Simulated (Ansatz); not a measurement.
Results of PBE in Ansatz (PAW) for BeS (model structure, started from the CdTe type, P6₄22, No. 181, 6 atoms in the cell).

Settings: plane-wave cutoff 520 eV, 12×12×4 k mesh (along the axes of the cell as run), Fermi–Dirac smearing 0.01 eV, scalar-relativistic PAW data made under PBE.

Computed at the level's own relaxed cell.

```
BeS
1.0
    3.45201     0.00000     0.00000
   -1.72601     2.98953     0.00000
    0.00000     0.00000     7.81159
Be S
3 3
Direct
  0.00000   0.50000   0.66667
  0.50000   0.50000   0.00000
  0.50000   0.00000   0.33333
  0.00000   0.50000   0.16667
  0.50000   0.50000   0.50000
  0.50000   0.00000   0.83333
```

### Question
List the 15 lowest band energies at Γ above −25 eV (eV, relative to the valence band maximum), grouping those that round alike.

### Answer
At Γ: -14.45, -12.95 (×2), -4.80 (×2), -2.67, -1.16 (×2), -0.65 (×2), -0.30, 0.00, 4.02 (×2), 4.73.

Note: the relaxation could raise the start's symmetry but not lower it, so the cell can be a saddle point.

A model structure was made by putting elements into a prototype or built by hand; it is no filed structure, need not be a known phase, and can be a saddle point held by its symmetry.

Ansatz is a quantum-chemistry and plane-wave program.
